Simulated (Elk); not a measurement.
Input and output of a self-consistent single point for In (I4/mmm, 1 atom in the cell) (Elk).

Computed with PBE, all-electron FP-LAPW, Elk's shipped species files, default APW+lo basis run with Elk.

The change in words: lattice scaled by 0.98. Reference geometry:
```yaml
crystal:
  lattice:
    - [-1.62500, 1.62500, 2.47500]
    - [1.62500, -1.62500, 2.47500]
    - [1.62500, 1.62500, -2.47500]
  atoms:
    - { symbol: In, position: [0.00000, 0.00000, 0.00000] }
```

Reference input (self-consistent single point, DFT, PBE, all-electron FP-LAPW, Elk's shipped species files, default APW+lo basis): xctype = 20; rgkmax = 7; stype = 3; swidth = 0.00367493 Ha; ngridk = 15 15 15. This run's input differs from it in these lines:

```diff
@@ -16,5 +16,5 @@
 avec
-   -3.0708049525    3.0708049525    4.6770721584
-    3.0708049525   -3.0708049525    4.6770721584
-    3.0708049525    3.0708049525   -4.6770721584
+   -3.0093888535    3.0093888535    4.5835307153
+    3.0093888535   -3.0093888535    4.5835307153
+    3.0093888535    3.0093888535   -4.5835307153
```

Output (repeated stretches shortened):

```
│ Self-consistent loop started │
│ Loop number : 1 │
 total energy                :     -5885.19921877
│ Loop number : 2 │
 total energy                :     -5885.22125926
RMS change in Kohn-Sham potential (target) :   0.9909095533E-01 (  0.1000000000E-05)
Absolute change in total energy (target)   :   0.2204048718E-01 (  0.1000000000E-03)
│ Loop number : 3 │
 total energy                :     -5885.18976799
RMS change in Kohn-Sham potential (target) :   0.9734092720E-01 (  0.1000000000E-05)
Absolute change in total energy (target)   :   0.2598114523E-01 (  0.1000000000E-03)
│ Loop number : 4 │
   [... lines left out ...]
Absolute change in total energy (target)   :   0.4826276654E-03 (  0.1000000000E-03)
│ Loop number : 13 │
 total energy                :     -5883.34093653
RMS change in Kohn-Sham potential (target) :   0.4897307195E-07 (  0.1000000000E-05)
Absolute change in total energy (target)   :   0.1226320583E-03 (  0.1000000000E-03)
│ Loop number : 14 │
 total energy                :     -5883.34093735
RMS change in Kohn-Sham potential (target) :   0.2176286954E-07 (  0.1000000000E-05)
Absolute change in total energy (target)   :   0.2984015100E-04 (  0.1000000000E-03)
Convergence targets achieved

│ Loop number : 15 │

Energies :
 Fermi                       :     0.232464748794
 total energy                :     -5883.34093713

Density of states at Fermi energy :    11.86543765
 (states/Hartree/unit cell)

Estimated indirect band gap :   0.4460644104E-03
 from k-point    124 to k-point    202
Estimated direct band gap   :   0.1326702467E-01
 at k-point    250

Charges :
 core                        :    30.00000000
 valence                     :    19.00000000
 interstitial                :    1.666980036
 muffin-tins (core leakage)
  species :    1 (In)
   atom    1                 :    47.33301996     (  0.1311498034E-03)
 total in muffin-tins        :    47.33301996
 total calculated charge     :    48.99815747
 total charge                :    49.00000000
 error                       :   0.1842525358E-02

│ Self-consistent loop stopped │
```

The run converged in 15 iterations. The count includes the last loop, which Elk runs after its targets are met. Against the reference run the free energy rises by 30.8 meV/atom.

The starting cell has typed, rounded lattice constants, without a prior relaxation at this level. For this run, on top of that: lattice scaled by 0.98. Values depend on the basis (sphere radii, cutoffs, local orbitals), which need not be converged. The log's line on a gap gives a spacing of levels on this mesh, which the program prints for metals too.
